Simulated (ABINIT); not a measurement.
Worked example: self-consistent single point of RbBr (Fm-3m, 2 atoms in the cell) in ABINIT.

Method: PBE, spin-orbit coupling, PAW (JTH v2.0 PBE PAW) (plane waves; ABINIT).

```xyz
2
Lattice="0.0000 3.4525 3.4525 3.4525 0.0000 3.4525 3.4525 3.4525 0.0000" Properties=species:S:1:pos:R:3 pbc="T T T"
Rb     0.0000     0.0000     0.0000
Br     3.4525     3.4525     3.4525
```

Reference input (self-consistent single point, DFT, PBE, plane waves, PAW (JTH v2.0 PBE PAW)): pseudos = [Rb.GGA_PBE-JTH.xml, Br.GGA_PBE-JTH.xml]; ecut = 40 Ry; pawecutdg = 80 Ry; pawxcdev = 0; occopt = 1; ngkpt = 7 7 7; nshiftk = 1; shiftk = 0 0 0; potentials = JTH v2.0 PBE PAW; nband = 11; kptopt = 1; nstep = 60. This run's input differs from it in these lines:

```diff
@@ -19,5 +19,7 @@
 pawxcdev 0
+nspinor 2
+nspden 1
 occopt 1
-nband 11
-kptopt 1
+nband 22
+kptopt 4
 ngkpt 7 7 7
```

Log, with long lists cut:

```
--- !BeginCycle
solver: {iscf: 17, nstep: 60, nline: 4, wfoptalg: 10, }
tolerances: {tolvrs: 1.00E-12, }
...

     iter   Etot(hartree)      deltaE(h)  residm     nres2
 ETOT  1  -38.089027243069    -3.809E+01 3.225E-02 1.249E+00
 ETOT  2  -38.114457228371    -2.543E-02 4.784E-03 2.739E-01
 ETOT  3  -38.114334128664     1.231E-04 4.826E-04 8.261E-02
 ETOT  4  -38.114735142888    -4.010E-04 1.380E-03 7.377E-03
 ETOT  5  -38.114876094218    -1.410E-04 1.675E-04 1.566E-04
   [... 3 lines left out ...]
 ETOT  9  -38.114886699075    -2.384E-10 1.275E-05 2.182E-08
 ETOT 10  -38.114886698957     1.174E-10 1.402E-05 1.430E-10
 ETOT 11  -38.114886698960    -2.771E-12 1.112E-05 1.794E-11
 ETOT 12  -38.114886698961    -3.411E-13 1.261E-05 4.565E-13
 At SCF step   12       nres2   =  4.56E-13 < tolvrs=  1.00E-12 =>converged.

 Cartesian components of stress tensor (hartree/bohr^3)
  sigma(1 1)= -2.43430890E-05  sigma(3 2)=  0.00000000E+00
  sigma(2 2)= -2.43430890E-05  sigma(3 1)=  0.00000000E+00
  sigma(3 3)= -2.43430890E-05  sigma(2 1)=  0.00000000E+00

 ----iterations are completed or convergence reached----

 reduced coordinates (array xred) for    2 atoms
       0.000000000000      0.000000000000      0.000000000000
       0.500000000000      0.500000000000      0.500000000000
 cartesian forces (eV/Angstrom) at end:
    1     -0.00000000000000    -0.00000000000000    -0.00000000000000
    2     -0.00000000000000    -0.00000000000000    -0.00000000000000
 frms,max,avg= 0.0000000E+00 0.0000000E+00   0.000E+00  0.000E+00  0.000E+00 e/A
   [... lines left out ...]
 Fermi (or HOMO) energy (hartree) =  -0.09660   Average Vxc (hartree)=  -0.26913
 Fermi (or HOMO) energy (eV) =  -2.62858   Average Vxc (eV)=  -7.32338
   [... lines left out ...]
local_psp           : -1.96596553230751E+01
total_energy        : -3.81148873882701E+01
total_energy_eV     : -1.03715883150289E+03
...

-Cartesian components of stress tensor (GPa)         [Pressure=  7.1620E-01 GPa]
- sigma(1 1)= -7.16198284E-01  sigma(3 2)=  0.00000000E+00
- sigma(2 2)= -7.16198284E-01  sigma(3 1)=  0.00000000E+00
- sigma(3 3)= -7.16198284E-01  sigma(2 1)=  0.00000000E+00

 Calculation completed.
```

The run converged in 12 iterations. Against the reference run the pressure stays at 0.72 GPa and the gap on the mesh goes from 4.297 to 4.137 eV.

The starting cell comes from a database of computed structures (which also holds hypothetical and non-ambient phases and stackings), without a prior relaxation at this level. Its lattice was rescaled by a random factor within 2.5 % of one.

Cost on one core of a shared machine: roughly 3 min.
